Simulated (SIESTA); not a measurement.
## SIESTA run on Nb₆GePt (Pm-3, 8 atoms in the cell): self-consistent single point

Computed with SIESTA with LDA PW92, numerical atomic orbitals DZP, PseudoDojo LDA standard norm-conserving potentials (rewritten from UPF to PSML).

Input as run:

```
# files in the folder: Nb.psml Ge.psml Pt.psml (PseudoDojo LDA standard)
SystemName  Nb6GePt
SystemLabel Nb6GePt

NumberOfAtoms                8
NumberOfSpecies              3
%block ChemicalSpeciesLabel
  1 41 Nb
  2 32 Ge
  3 78 Pt
%endblock ChemicalSpeciesLabel
LatticeConstant              1.0 Bohr
%block LatticeVectors
     9.573823089    0.000000000    0.000000000
     0.000000000    9.573823089    0.000000000
     0.000000000    0.000000000    9.573823089
%endblock LatticeVectors
AtomicCoordinatesFormat      ScaledCartesian
%block AtomicCoordinatesAndAtomicSpecies
     0.000000000    4.786911545    7.179314196  1
     0.000000000    4.786911545    2.394508893  1
     7.179314196    0.000000000    4.786911545  1
     2.394508893    0.000000000    4.786911545  1
     4.786911545    7.179314196    0.000000000  1
     4.786911545    2.394508893    0.000000000  1
     0.000000000    0.000000000    0.000000000  2
     4.786911545    4.786911545    4.786911545  3
%endblock AtomicCoordinatesAndAtomicSpecies

XC.functional                LDA
XC.authors                   PW92
PAO.BasisSize                DZP
PAO.EnergyShift              0.01 Ry
MeshCutoff                   400 Ry
%block kgrid.MonkhorstPack
    5   0   0  0.0
    0   5   0  0.0
    0   0   5  0.0
%endblock kgrid.MonkhorstPack
OccupationFunction           MP
OccupationMPOrder            0
ElectronicTemperature        1160.45 K

MaxSCFIterations             150
SCF.Mixer.Method             Pulay
SCF.Mixer.Weight             0.25
SCF.Mixer.History            6
SCF.DM.Tolerance             1.0E-04
Diag.ParallelOverK           true
WriteForces                  true
```

Output (repeated stretches shortened):

```
reinit: Reading from file input.fdf

reinit: System Name: Nb6GePt
reinit: System Label: Nb6GePt

coor:   Atomic-coordinates input format  =     Cartesian coordinates
coor:                                          (in units of alat)

siesta: Atomic coordinates (Bohr) and species
siesta:      0.00000   4.78691   7.17931  1        1
siesta:      0.00000   4.78691   2.39451  1        2
siesta:      7.17931   0.00000   4.78691  1        3
siesta:      2.39451   0.00000   4.78691  1        4
siesta:      4.78691   7.17931   0.00000  1        5
siesta:      4.78691   2.39451   0.00000  1        6
siesta:      0.00000   0.00000   0.00000  2        7
siesta:      4.78691   4.78691   4.78691  3        8

siesta: System type = bulk

initatomlists: Number of atoms, orbitals, and projectors:      8   151   158

siesta: ******************** Simulation parameters ****************************
redata: Spin configuration                          = none
redata: Time-Reversal Symmetry                      = T
redata: Number of Atomic Species                    =        3
redata: Mesh Cutoff                                 =   400.0000 Ry
redata: Net charge of the system                    =     0.0000 |e|
redata: Min. number of SCF Iter                     =        0
redata: Max. number of SCF Iter                     =      150
redata: SCF convergence failure will abort job
redata: SCF mix quantity                            = Hamiltonian
redata: Mix DM or H after convergence               =   F
redata: Recompute H after scf cycle                 =   F
redata: Mix DM in first SCF step                    =   T
redata: No kicks to SCF
redata: DM Mixing Weight for Kicks                  =     0.5000
redata: Require Harris convergence for SCF          =   F
redata: Harris energy tolerance for SCF             =     0.000100 eV
redata: Require DM convergence for SCF              =   T
   [... lines left out ...]
diag: Used triangular part                          = Lower
diag: Absolute tolerance                            =  0.100E-15
diag: Orthogonalization factor                      =  0.100E-05
diag: Memory factor                                 =  1.0000

superc: Internal auxiliary supercell:     5 x     5 x     5  =     125
superc: Number of atoms, orbitals, and projectors:   1000  18875  19750

                        Single-point calculation

superc: Internal auxiliary supercell:     5 x     5 x     5  =     125
superc: Number of atoms, orbitals, and projectors:   1000  18875  19750

outcell: Unit cell vectors (Ang):
        5.066249    0.000000    0.000000
        0.000000    5.066249    0.000000
        0.000000    0.000000    5.066249

outcell: Cell vector modules (Ang)   :    5.066249    5.066249    5.066249
outcell: Cell angles (23,13,12) (deg):     90.0000     90.0000     90.0000
outcell: Cell volume (Ang**3)        :    130.0348
new_DM -- step:     1
Initializing Density Matrix...

Attempting to read DM from file... Failed...
DM filled with atomic data:

InitMesh: MESH = 64 x 64 x 64 = 262144
InitMesh: Mesh cutoff (required, used) =   400.000   441.051 Ry

stepf: Methfessel-Paxton step function
       Using Hermite-Gauss polynomials of order  0
        iscf     Eharris(eV)        E_KS(eV)     FreeEng(eV)     dDmax    Ef(eV) dHmax(eV)
   scf:    1   -16024.622734   -16127.472456   -16127.499950  0.803827 -2.647104 34.175869
   scf:    2   -16113.899163   -16148.651746   -16148.727074  0.546270 -3.223392 16.032988
   scf:    3   -16163.335936   -16158.427644   -16158.479236  0.146342 -3.376730  2.688392
   scf:    4   -16157.296378   -16159.051646   -16159.104370  0.196238 -3.758278  5.532519
   scf:    5   -16154.293284   -16158.517705   -16158.575625  0.098528 -3.804721  7.103275
   scf:    6   -16160.418788   -16159.658722   -16159.713657  0.022748 -3.828093  3.051380
   scf:    7   -16159.822448   -16159.900779   -16159.953854  0.024930 -3.831382  0.681830
   scf:    8   -16159.914408   -16159.913549   -16159.966885  0.005754 -3.833875  0.026198
   scf:    9   -16159.912863   -16159.913391   -16159.966651  0.001051 -3.834485  0.098860
   scf:   10   -16159.913629   -16159.913621   -16159.966918  0.000661 -3.834799  0.000907
   scf:   11   -16159.913626   -16159.913624   -16159.966918  0.000069 -3.834933  0.000611
SCF Convergence by DM+H criterion
max |DM_out - DM_in|         :     0.0000693884
max |H_out - H_in|      (eV) :     0.0006105647
SCF cycle converged after 11 iterations

Using DM_out to compute the final energy and forces

siesta: E_KS(eV) =           -16159.9136

siesta: E_KS - E_eggbox =    -16159.9136

siesta: Atomic forces (eV/Ang):
     1    0.000000    0.000000   -0.315050
     2    0.000000    0.000000    0.315050
     3   -0.314846   -0.000000   -0.000000
     4    0.314846   -0.000000   -0.000000
     5   -0.000000   -0.314791    0.000000
     6   -0.000000    0.314791    0.000000
     7    0.000000   -0.000000    0.000000
     8   -0.000000    0.000000   -0.000000
   Tot   -0.000000   -0.000000    0.000000
   Max    0.315050
   Res    0.157448    sqrt( Sum f_i^2 / 3N )
   Max    0.315050    constrained

Stress tensor Voigt[x,y,z,yz,xz,xy] (kbar):      -31.86      -31.86      -31.86       -0.00        0.00       -0.00
(Free)E + p*V (eV/cell)   -16157.3811
Target enthalpy (eV/cell)   -16159.9669

siesta: Program's energy decomposition (eV):
siesta: Ebs     =     -3087.582610
siesta: Eions   =     24632.273855
siesta: Ena     =      5568.258226
siesta: Ekin    =      5800.657132
siesta: Enl     =       229.156272
siesta: Eso     =         0.000000
siesta: Edftu   =         0.000000
siesta: DEna    =       226.128600
siesta: DUscf   =         8.537649
siesta: DUext   =         0.000000
siesta: Ex      =     -3066.005017
siesta: Ec      =      -294.372631
siesta: Exc     =     -3360.377648
siesta: Eharris =    -16159.913626
siesta: Etot    =    -16159.913624
siesta: FreeEng =    -16159.966918

siesta: Atomic forces (eV/Ang):
siesta:      1    0.000000    0.000000   -0.315050
siesta:      2    0.000000    0.000000    0.315050
siesta:      3   -0.314846   -0.000000   -0.000000
siesta:      4    0.314846   -0.000000   -0.000000
siesta:      5   -0.000000   -0.314791    0.000000
siesta:      6   -0.000000    0.314791    0.000000
siesta:      7    0.000000   -0.000000    0.000000
siesta:      8   -0.000000    0.000000   -0.000000
siesta: ----------------------------------------
siesta:    Tot   -0.000000   -0.000000    0.000000

siesta: Stress tensor (static) (eV/Ang**3):
siesta:    -0.019887   -0.000000    0.000000
siesta:    -0.000000   -0.019883   -0.000000
siesta:     0.000000   -0.000000   -0.019888

siesta: Cell volume =        130.034800 Ang**3

siesta: Pressure (static):
siesta:                Solid            Molecule  Units
siesta:           0.00021659          0.00028337  Ry/Bohr**3
siesta:           0.01988596          0.02601754  eV/Ang**3
siesta:          31.86082037         41.68469136  kBar
```

The run converged in 11 iterations.

The starting cell comes from a database of computed structures (which also holds hypothetical and non-ambient phases and stackings), without a prior relaxation at this level. Its lattice was rescaled by a random factor within 2.5 % of one. Spin polarisation is off. Values carry the incompleteness of an atom-centred basis. With a pressure of about 3 GPa the cell is away from its equilibrium volume at this level.

Cost on one core of a shared machine: roughly 80 s.
